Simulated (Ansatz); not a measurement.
The structure below was relaxed with LDA/PAW in Ansatz (a quantum-chemistry and plane-wave program), no spin-orbit coupling, at pressure 0.9 GPa.

```
ZnSiP2
1.0
   -2.64492     2.64492     5.17545
    2.64492    -2.64492     5.17545
    2.64492     2.64492    -5.17545
Zn Si P
2 2 4
Direct
  0.00000   0.00000   0.00000
  0.75000   0.25000   0.50000
  0.50000   0.50000   0.00000
  0.25000   0.75000   0.50000
  0.87500   0.86234   0.48734
  0.13766   0.62500   0.01266
  0.37500   0.38766   0.51266
  0.61234   0.12500   0.98734
```

Q: Find the space group and the Wyckoff positions.

A: Space group I-42d (No. 122); a = b = 5.290 Å, c = 10.351 Å, α = β = γ = 90.00°

| atom | site | symmetry | x | y | z |
|---|---|---|---|---|---|
| Zn | 4a | -4.. | 0.0000 | 0.0000 | 0.0000 |
| Si | 4b | -4.. | 0.0000 | 0.0000 | 0.5000 |
| P | 8d | .2. | 0.2627 | 0.2500 | 0.1250 |

Q: Describe the coordination.

A: The crystal has 16 atoms in its conventional cell. Cell: a = b = 5.290 Å, c = 10.351 Å, α = β = γ = 90.00°. Zn is surrounded by 4 P at 2.314 Å (tetrahedral). Si is coordinated by 4 P at 2.236 Å (tetrahedral). P is surrounded by 2 Si at 2.236 Å and 2 Zn at 2.314 Å (tetrahedral). (Neighbours: up to the widest gap in distance over summed covalent radii, below 1.35, at either atom; cation-cation and far metal-metal contacts left out.)

Load acts through the strain it causes; cell and atoms are relaxed under it. Stability against distortions was not tested. The cell was made from ZnSiP2 in the chalcopyrite structure (space group I-42d, No. 122) by this change: pressure 0.9 GPa.
